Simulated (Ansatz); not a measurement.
## Ti on the 1x1 (10-10) surface of wurtzite ZnO (cut with top plane O + Zn), one in a 2x1 cell, started at the site 'hollow O'

Host crystal: wurtzite ZnO, with a band gap (PBE, scalar-relativistic without spin-orbit coupling).

All values below come from PBE (plane waves to 420 eV, PAW; Ansatz, a program for electronic structure).

Set-up: 33 atoms, 9.4 Å thick at the start under the adsorbate (thin: gaps and levels are the slab's own); mesh 3x4x1; 0.01 eV smearing; dipole correction on; 16 atoms held, the rest relaxed; no symmetry held; spin-polarised, no spin-orbit, no U, no dispersion correction. The starting moment vanished. At the end it is bonded to 2 O + 2 Zn. In PBE it is, or lies within 0.03 eV of, the lowest of the starts that converged.

```yaml
energy of the end state, in which the adsorbate broke or entered a bond of the host, against an atom of hcp Ti: -0.093 eV
change_of_the_step_from_the_bottom_to_the_top_vacuum_level_against_the_clean_slab: -1.82 eV
energy_released_by_relaxation: 3.67 eV
height of the binding atom over the mean of the host atoms within 0.3 Å of the top one: 0.064 Å
magnetic_moment_of_the_cell: 0.00 μB
largest_move_of_a_host_atom: 2.26 Å
caution: the host itself rearranges in this cell, so the energy holds part of a reconstruction
cost: very roughly 2.3 core-hours
```

A negative adsorption energy means that the adsorbate is more stable on the surface than in its reference.
